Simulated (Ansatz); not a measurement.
## LaGaHO2 (model structure, started from the SrVO2H type, P4/mmm, No. 123, 5 atoms in the cell): bulk modulus by level of theory

No measured value is used here.

```json
[
 {"level (code)": "LDA (Ansatz)", "value (GPa)": "141", "cell (Å³/atom)": "11.34"},
 {"level (code)": "PBE (Ansatz)", "value (GPa)": "[?]", "cell (Å³/atom)": "12.24"},
 {"level (code)": "PBEsol (Ansatz)", "value (GPa)": "128", "cell (Å³/atom)": "11.68"},
 {"level (code)": "r²SCAN (Ansatz)", "value (GPa)": "128", "cell (Å³/atom)": "11.89"}
]
```

Q: Complete the blanks.

A: 
- PBE (Ansatz, a program for electronic structure), value (GPa): 114

LDA, PBE, PBEsol, r²SCAN: the bulk modulus is −V dP/dV from two relaxed cells at ±2 % in volume. Each level is taken at its own relaxed cell. Cutoffs differ between the levels. Ansatz's density-functional and Hartree–Fock values are scalar-relativistic unless marked +SOC, with PAW data made under PBE.

A model structure was made by putting elements into a prototype or built by hand; it is no filed structure, need not be a known phase, and can be a saddle point held by its symmetry.
